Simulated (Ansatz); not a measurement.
**InSb: pressure series**

The parent structure is InSb in the zinc blende structure (space group F-43m, No. 216; a = 6.450 Å).

Cell and atoms are relaxed at each pressure.

Method: LDA (Ansatz, a quantum-chemistry and plane-wave program, PAW, scalar-relativistic without spin-orbit coupling).

Notes on the quantities. enthalpy: H = E + PV relative to the base's energy.

```csv
change,enthalpy,shortest interatomic distance,density
base,–,5.278 bohr,5.86 g/cm³
pressure −2 GPa,-0.43 eV/atom,5.363 bohr,5.58 g/cm³
pressure −1 GPa,-0.21 eV/atom,5.318 bohr,5.73 g/cm³
pressure 0.9 GPa,+0.19 eV/atom,5.245 bohr,5.97 g/cm³
pressure 2.1 GPa,+0.43 eV/atom,5.206 bohr,6.10 g/cm³
pressure 4.5 GPa,+0.90 eV/atom,…,…
pressure 9 GPa,+1.75 eV/atom,5.039 bohr,6.73 g/cm³
pressure 15 GPa,+2.81 eV/atom,4.938 bohr,7.15 g/cm³
pressure 22.5 GPa,+4.05 eV/atom,4.840 bohr,7.59 g/cm³
pressure 30 GPa,+5.23 eV/atom,4.762 bohr,7.97 g/cm³
```

Question: Some entries are withheld; estimate them.

Answer: 
- pressure 4.5 GPa, shortest interatomic distance: 5.139 bohr
- pressure 4.5 GPa, density: 6.35 g/cm³

Load acts through the strain it causes; cell and atoms are relaxed under it. Whether these cells are dynamically stable was not tested. Tetrahedral semiconductors of this kind turn to denser phases somewhere between about 1 and 50 GPa; those were not computed, so compressed cells here can lie past the real transition. The final runs are not spin-polarised.
